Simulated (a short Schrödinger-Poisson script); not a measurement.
From a short Schrödinger-Poisson script (our own, NumPy): one-band effective-mass equation with BenDaniel-Duke matching, electrons, heavy and light holes apart, hard walls at the outer ends, one valence edge for both holes (no strain splitting), no charge, excitons, band mixing or non-parabolicity; under a field the levels are quasi-bound states of a box, listed while three quarters of their weight lies within 4 nm of the wells.

Stack: coupled double In0.25Ga0.75As/GaAs quantum well.

From the first side: 20 nm GaAs; 6 nm In0.25Ga0.75As; 3 nm GaAs; 6 nm In0.25Ga0.75As; 20 nm GaAs.

Constants are typed, rounded textbook-type inputs, not results; the design itself was drawn at random and stands for no fabricated device. In0.25Ga0.75As: direct gap (eV) 1.174, conduction-band edge (eV) 0, electron mass (mₑ) 0.057, heavy-hole mass 0.37, light-hole mass 0.08. GaAs: direct gap (eV) 1.424, conduction-band edge (eV) 0.163, electron mass (mₑ) 0.067, heavy-hole mass 0.377, light-hole mass 0.09.

The valence-band edge of each layer lies one gap below its conduction-band edge. The electron's potential energy rises along the stack by the applied field. Mesh 0.03 nm at interfaces.

Question: Give the e2 − e1 (meV); the e1-hh1 transition at zero applied field (eV); the squared e1-hh1 overlap at zero applied field.

Answer: e2 − e1 (meV): 19.3; e1-hh1 transition at zero applied field (eV): 1.238; squared e1-hh1 overlap at zero applied field: 0.95. Excitons are left out, and strain enters only through the typed gaps and offsets, so measured lines lie elsewhere.
